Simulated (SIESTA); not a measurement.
SIESTA run on Fe₃Ge (P4mm, 4 atoms in the cell): self-consistent single point.

Level of theory: GGA PBEsol, numerical atomic orbitals DZP, PseudoDojo PBEsol standard norm-conserving potentials (rewritten from UPF to PSML) run with SIESTA.

```yaml
crystal:
  lattice:
    - [3.64952, 0.00000, 0.00000]
    - [0.00000, 3.64952, 0.00000]
    - [0.00000, 0.00000, 3.64952]
  atoms:
    - { symbol: Fe, position: [0.01370, 0.50000, 0.50000], spin: 4.0 }
    - { symbol: Fe, position: [0.50000, 0.00000, 0.50000], spin: 4.0 }
    - { symbol: Fe, position: [0.50000, 0.50000, 0.00000], spin: 4.0 }
    - { symbol: Ge, position: [0.00000, 0.00000, 0.00000] }
```
(The spins are starting values, not results.)

Reference input (self-consistent single point, DFT, GGA PBEsol, numerical atomic orbitals DZP, PseudoDojo PBEsol standard norm-conserving potentials (rewritten from UPF to PSML)): XC.functional = GGA; XC.authors = PBEsol; potentials = PseudoDojo PBEsol standard; PAO.BasisSize = DZP; PAO.EnergyShift = 0.01 Ry; MeshCutoff = 350 Ry; kgrid.MonkhorstPack = 4 4 4; OccupationFunction = MP; OccupationMPOrder = 0; ElectronicTemperature = 0.1 eV; Spin = polarized; DM.InitSpin = [1 +4.00, 2 +4.00, 3 +4.00, 4 +0.00]. This run's input differs from it in these lines:

```diff
@@ -49,3 +49,6 @@
 SCF.Mixer.History            6
-SCF.DM.Tolerance             1.0E-04
+SCF.DM.Converge              false
+SCF.H.Converge               false
+SCF.FreeE.Converge           true
+SCF.FreeE.Tolerance          1.0E-12 eV
 Diag.ParallelOverK           true
```

Output (repeated stretches shortened):

```
        iscf     Eharris(eV)        E_KS(eV)     FreeEng(eV)     dDmax    Ef(eV) dHmax(eV)
   scf:    1   -12594.283432   -12634.653513   -12634.673442  0.622938 -1.983812 13.094709
     spin moment: {S} , |S| = {        0.0        0.0    8.35490 }     8.35490
   scf:    2   -12646.217371   -12640.939948   -12640.948639  0.087869 -2.601278  8.634421
     spin moment: {S} , |S| = {        0.0        0.0    8.07439 }     8.07439
   scf:    3   -12646.610680   -12645.277809   -12645.285069  0.141833 -3.766844  3.028315
     spin moment: {S} , |S| = {        0.0        0.0    7.79997 }     7.79997
   [... lines left out ...]
     spin moment: {S} , |S| = {        0.0        0.0    6.54311 }     6.54311
   scf:  148   -12645.603918   -12645.603918   -12645.612746  0.000000 -4.003784  0.000000
     spin moment: {S} , |S| = {        0.0        0.0    6.54311 }     6.54311
   scf:  149   -12645.603918   -12645.603918   -12645.612746  0.000000 -4.003784  0.000000
     spin moment: {S} , |S| = {        0.0        0.0    6.54311 }     6.54311
   scf:  150   -12645.603918   -12645.603918   -12645.612746  0.000000 -4.003784  0.000000
     spin moment: {S} , |S| = {        0.0        0.0    6.54311 }     6.54311
SCF_NOT_CONV: SCF did not converge in maximum number of steps (required).
SCF_NOT_CONV: SCF did not converge in maximum number of steps (required).
Geom step, scf iteration, dDmax, dHmax:    0   150      0.000000     0.000000
Geom step, scf iteration, dDmax, dHmax:    0   150      0.000000     0.000000

ABNORMAL_TERMINATION
ABNORMAL_TERMINATION
Stopping Program from Node:    0
Stopping Program from Node:    0
```

The run ended unconverged after 150 iterations. 

The starting cell comes from a database of computed structures (which also holds hypothetical and non-ambient phases and stackings), without a prior relaxation at this level. Its lattice was rescaled by up to half a per cent. One atom was moved a little off its site on purpose. Values carry the incompleteness of an atom-centred basis.

Cost on one core of a shared machine: roughly 7 min.
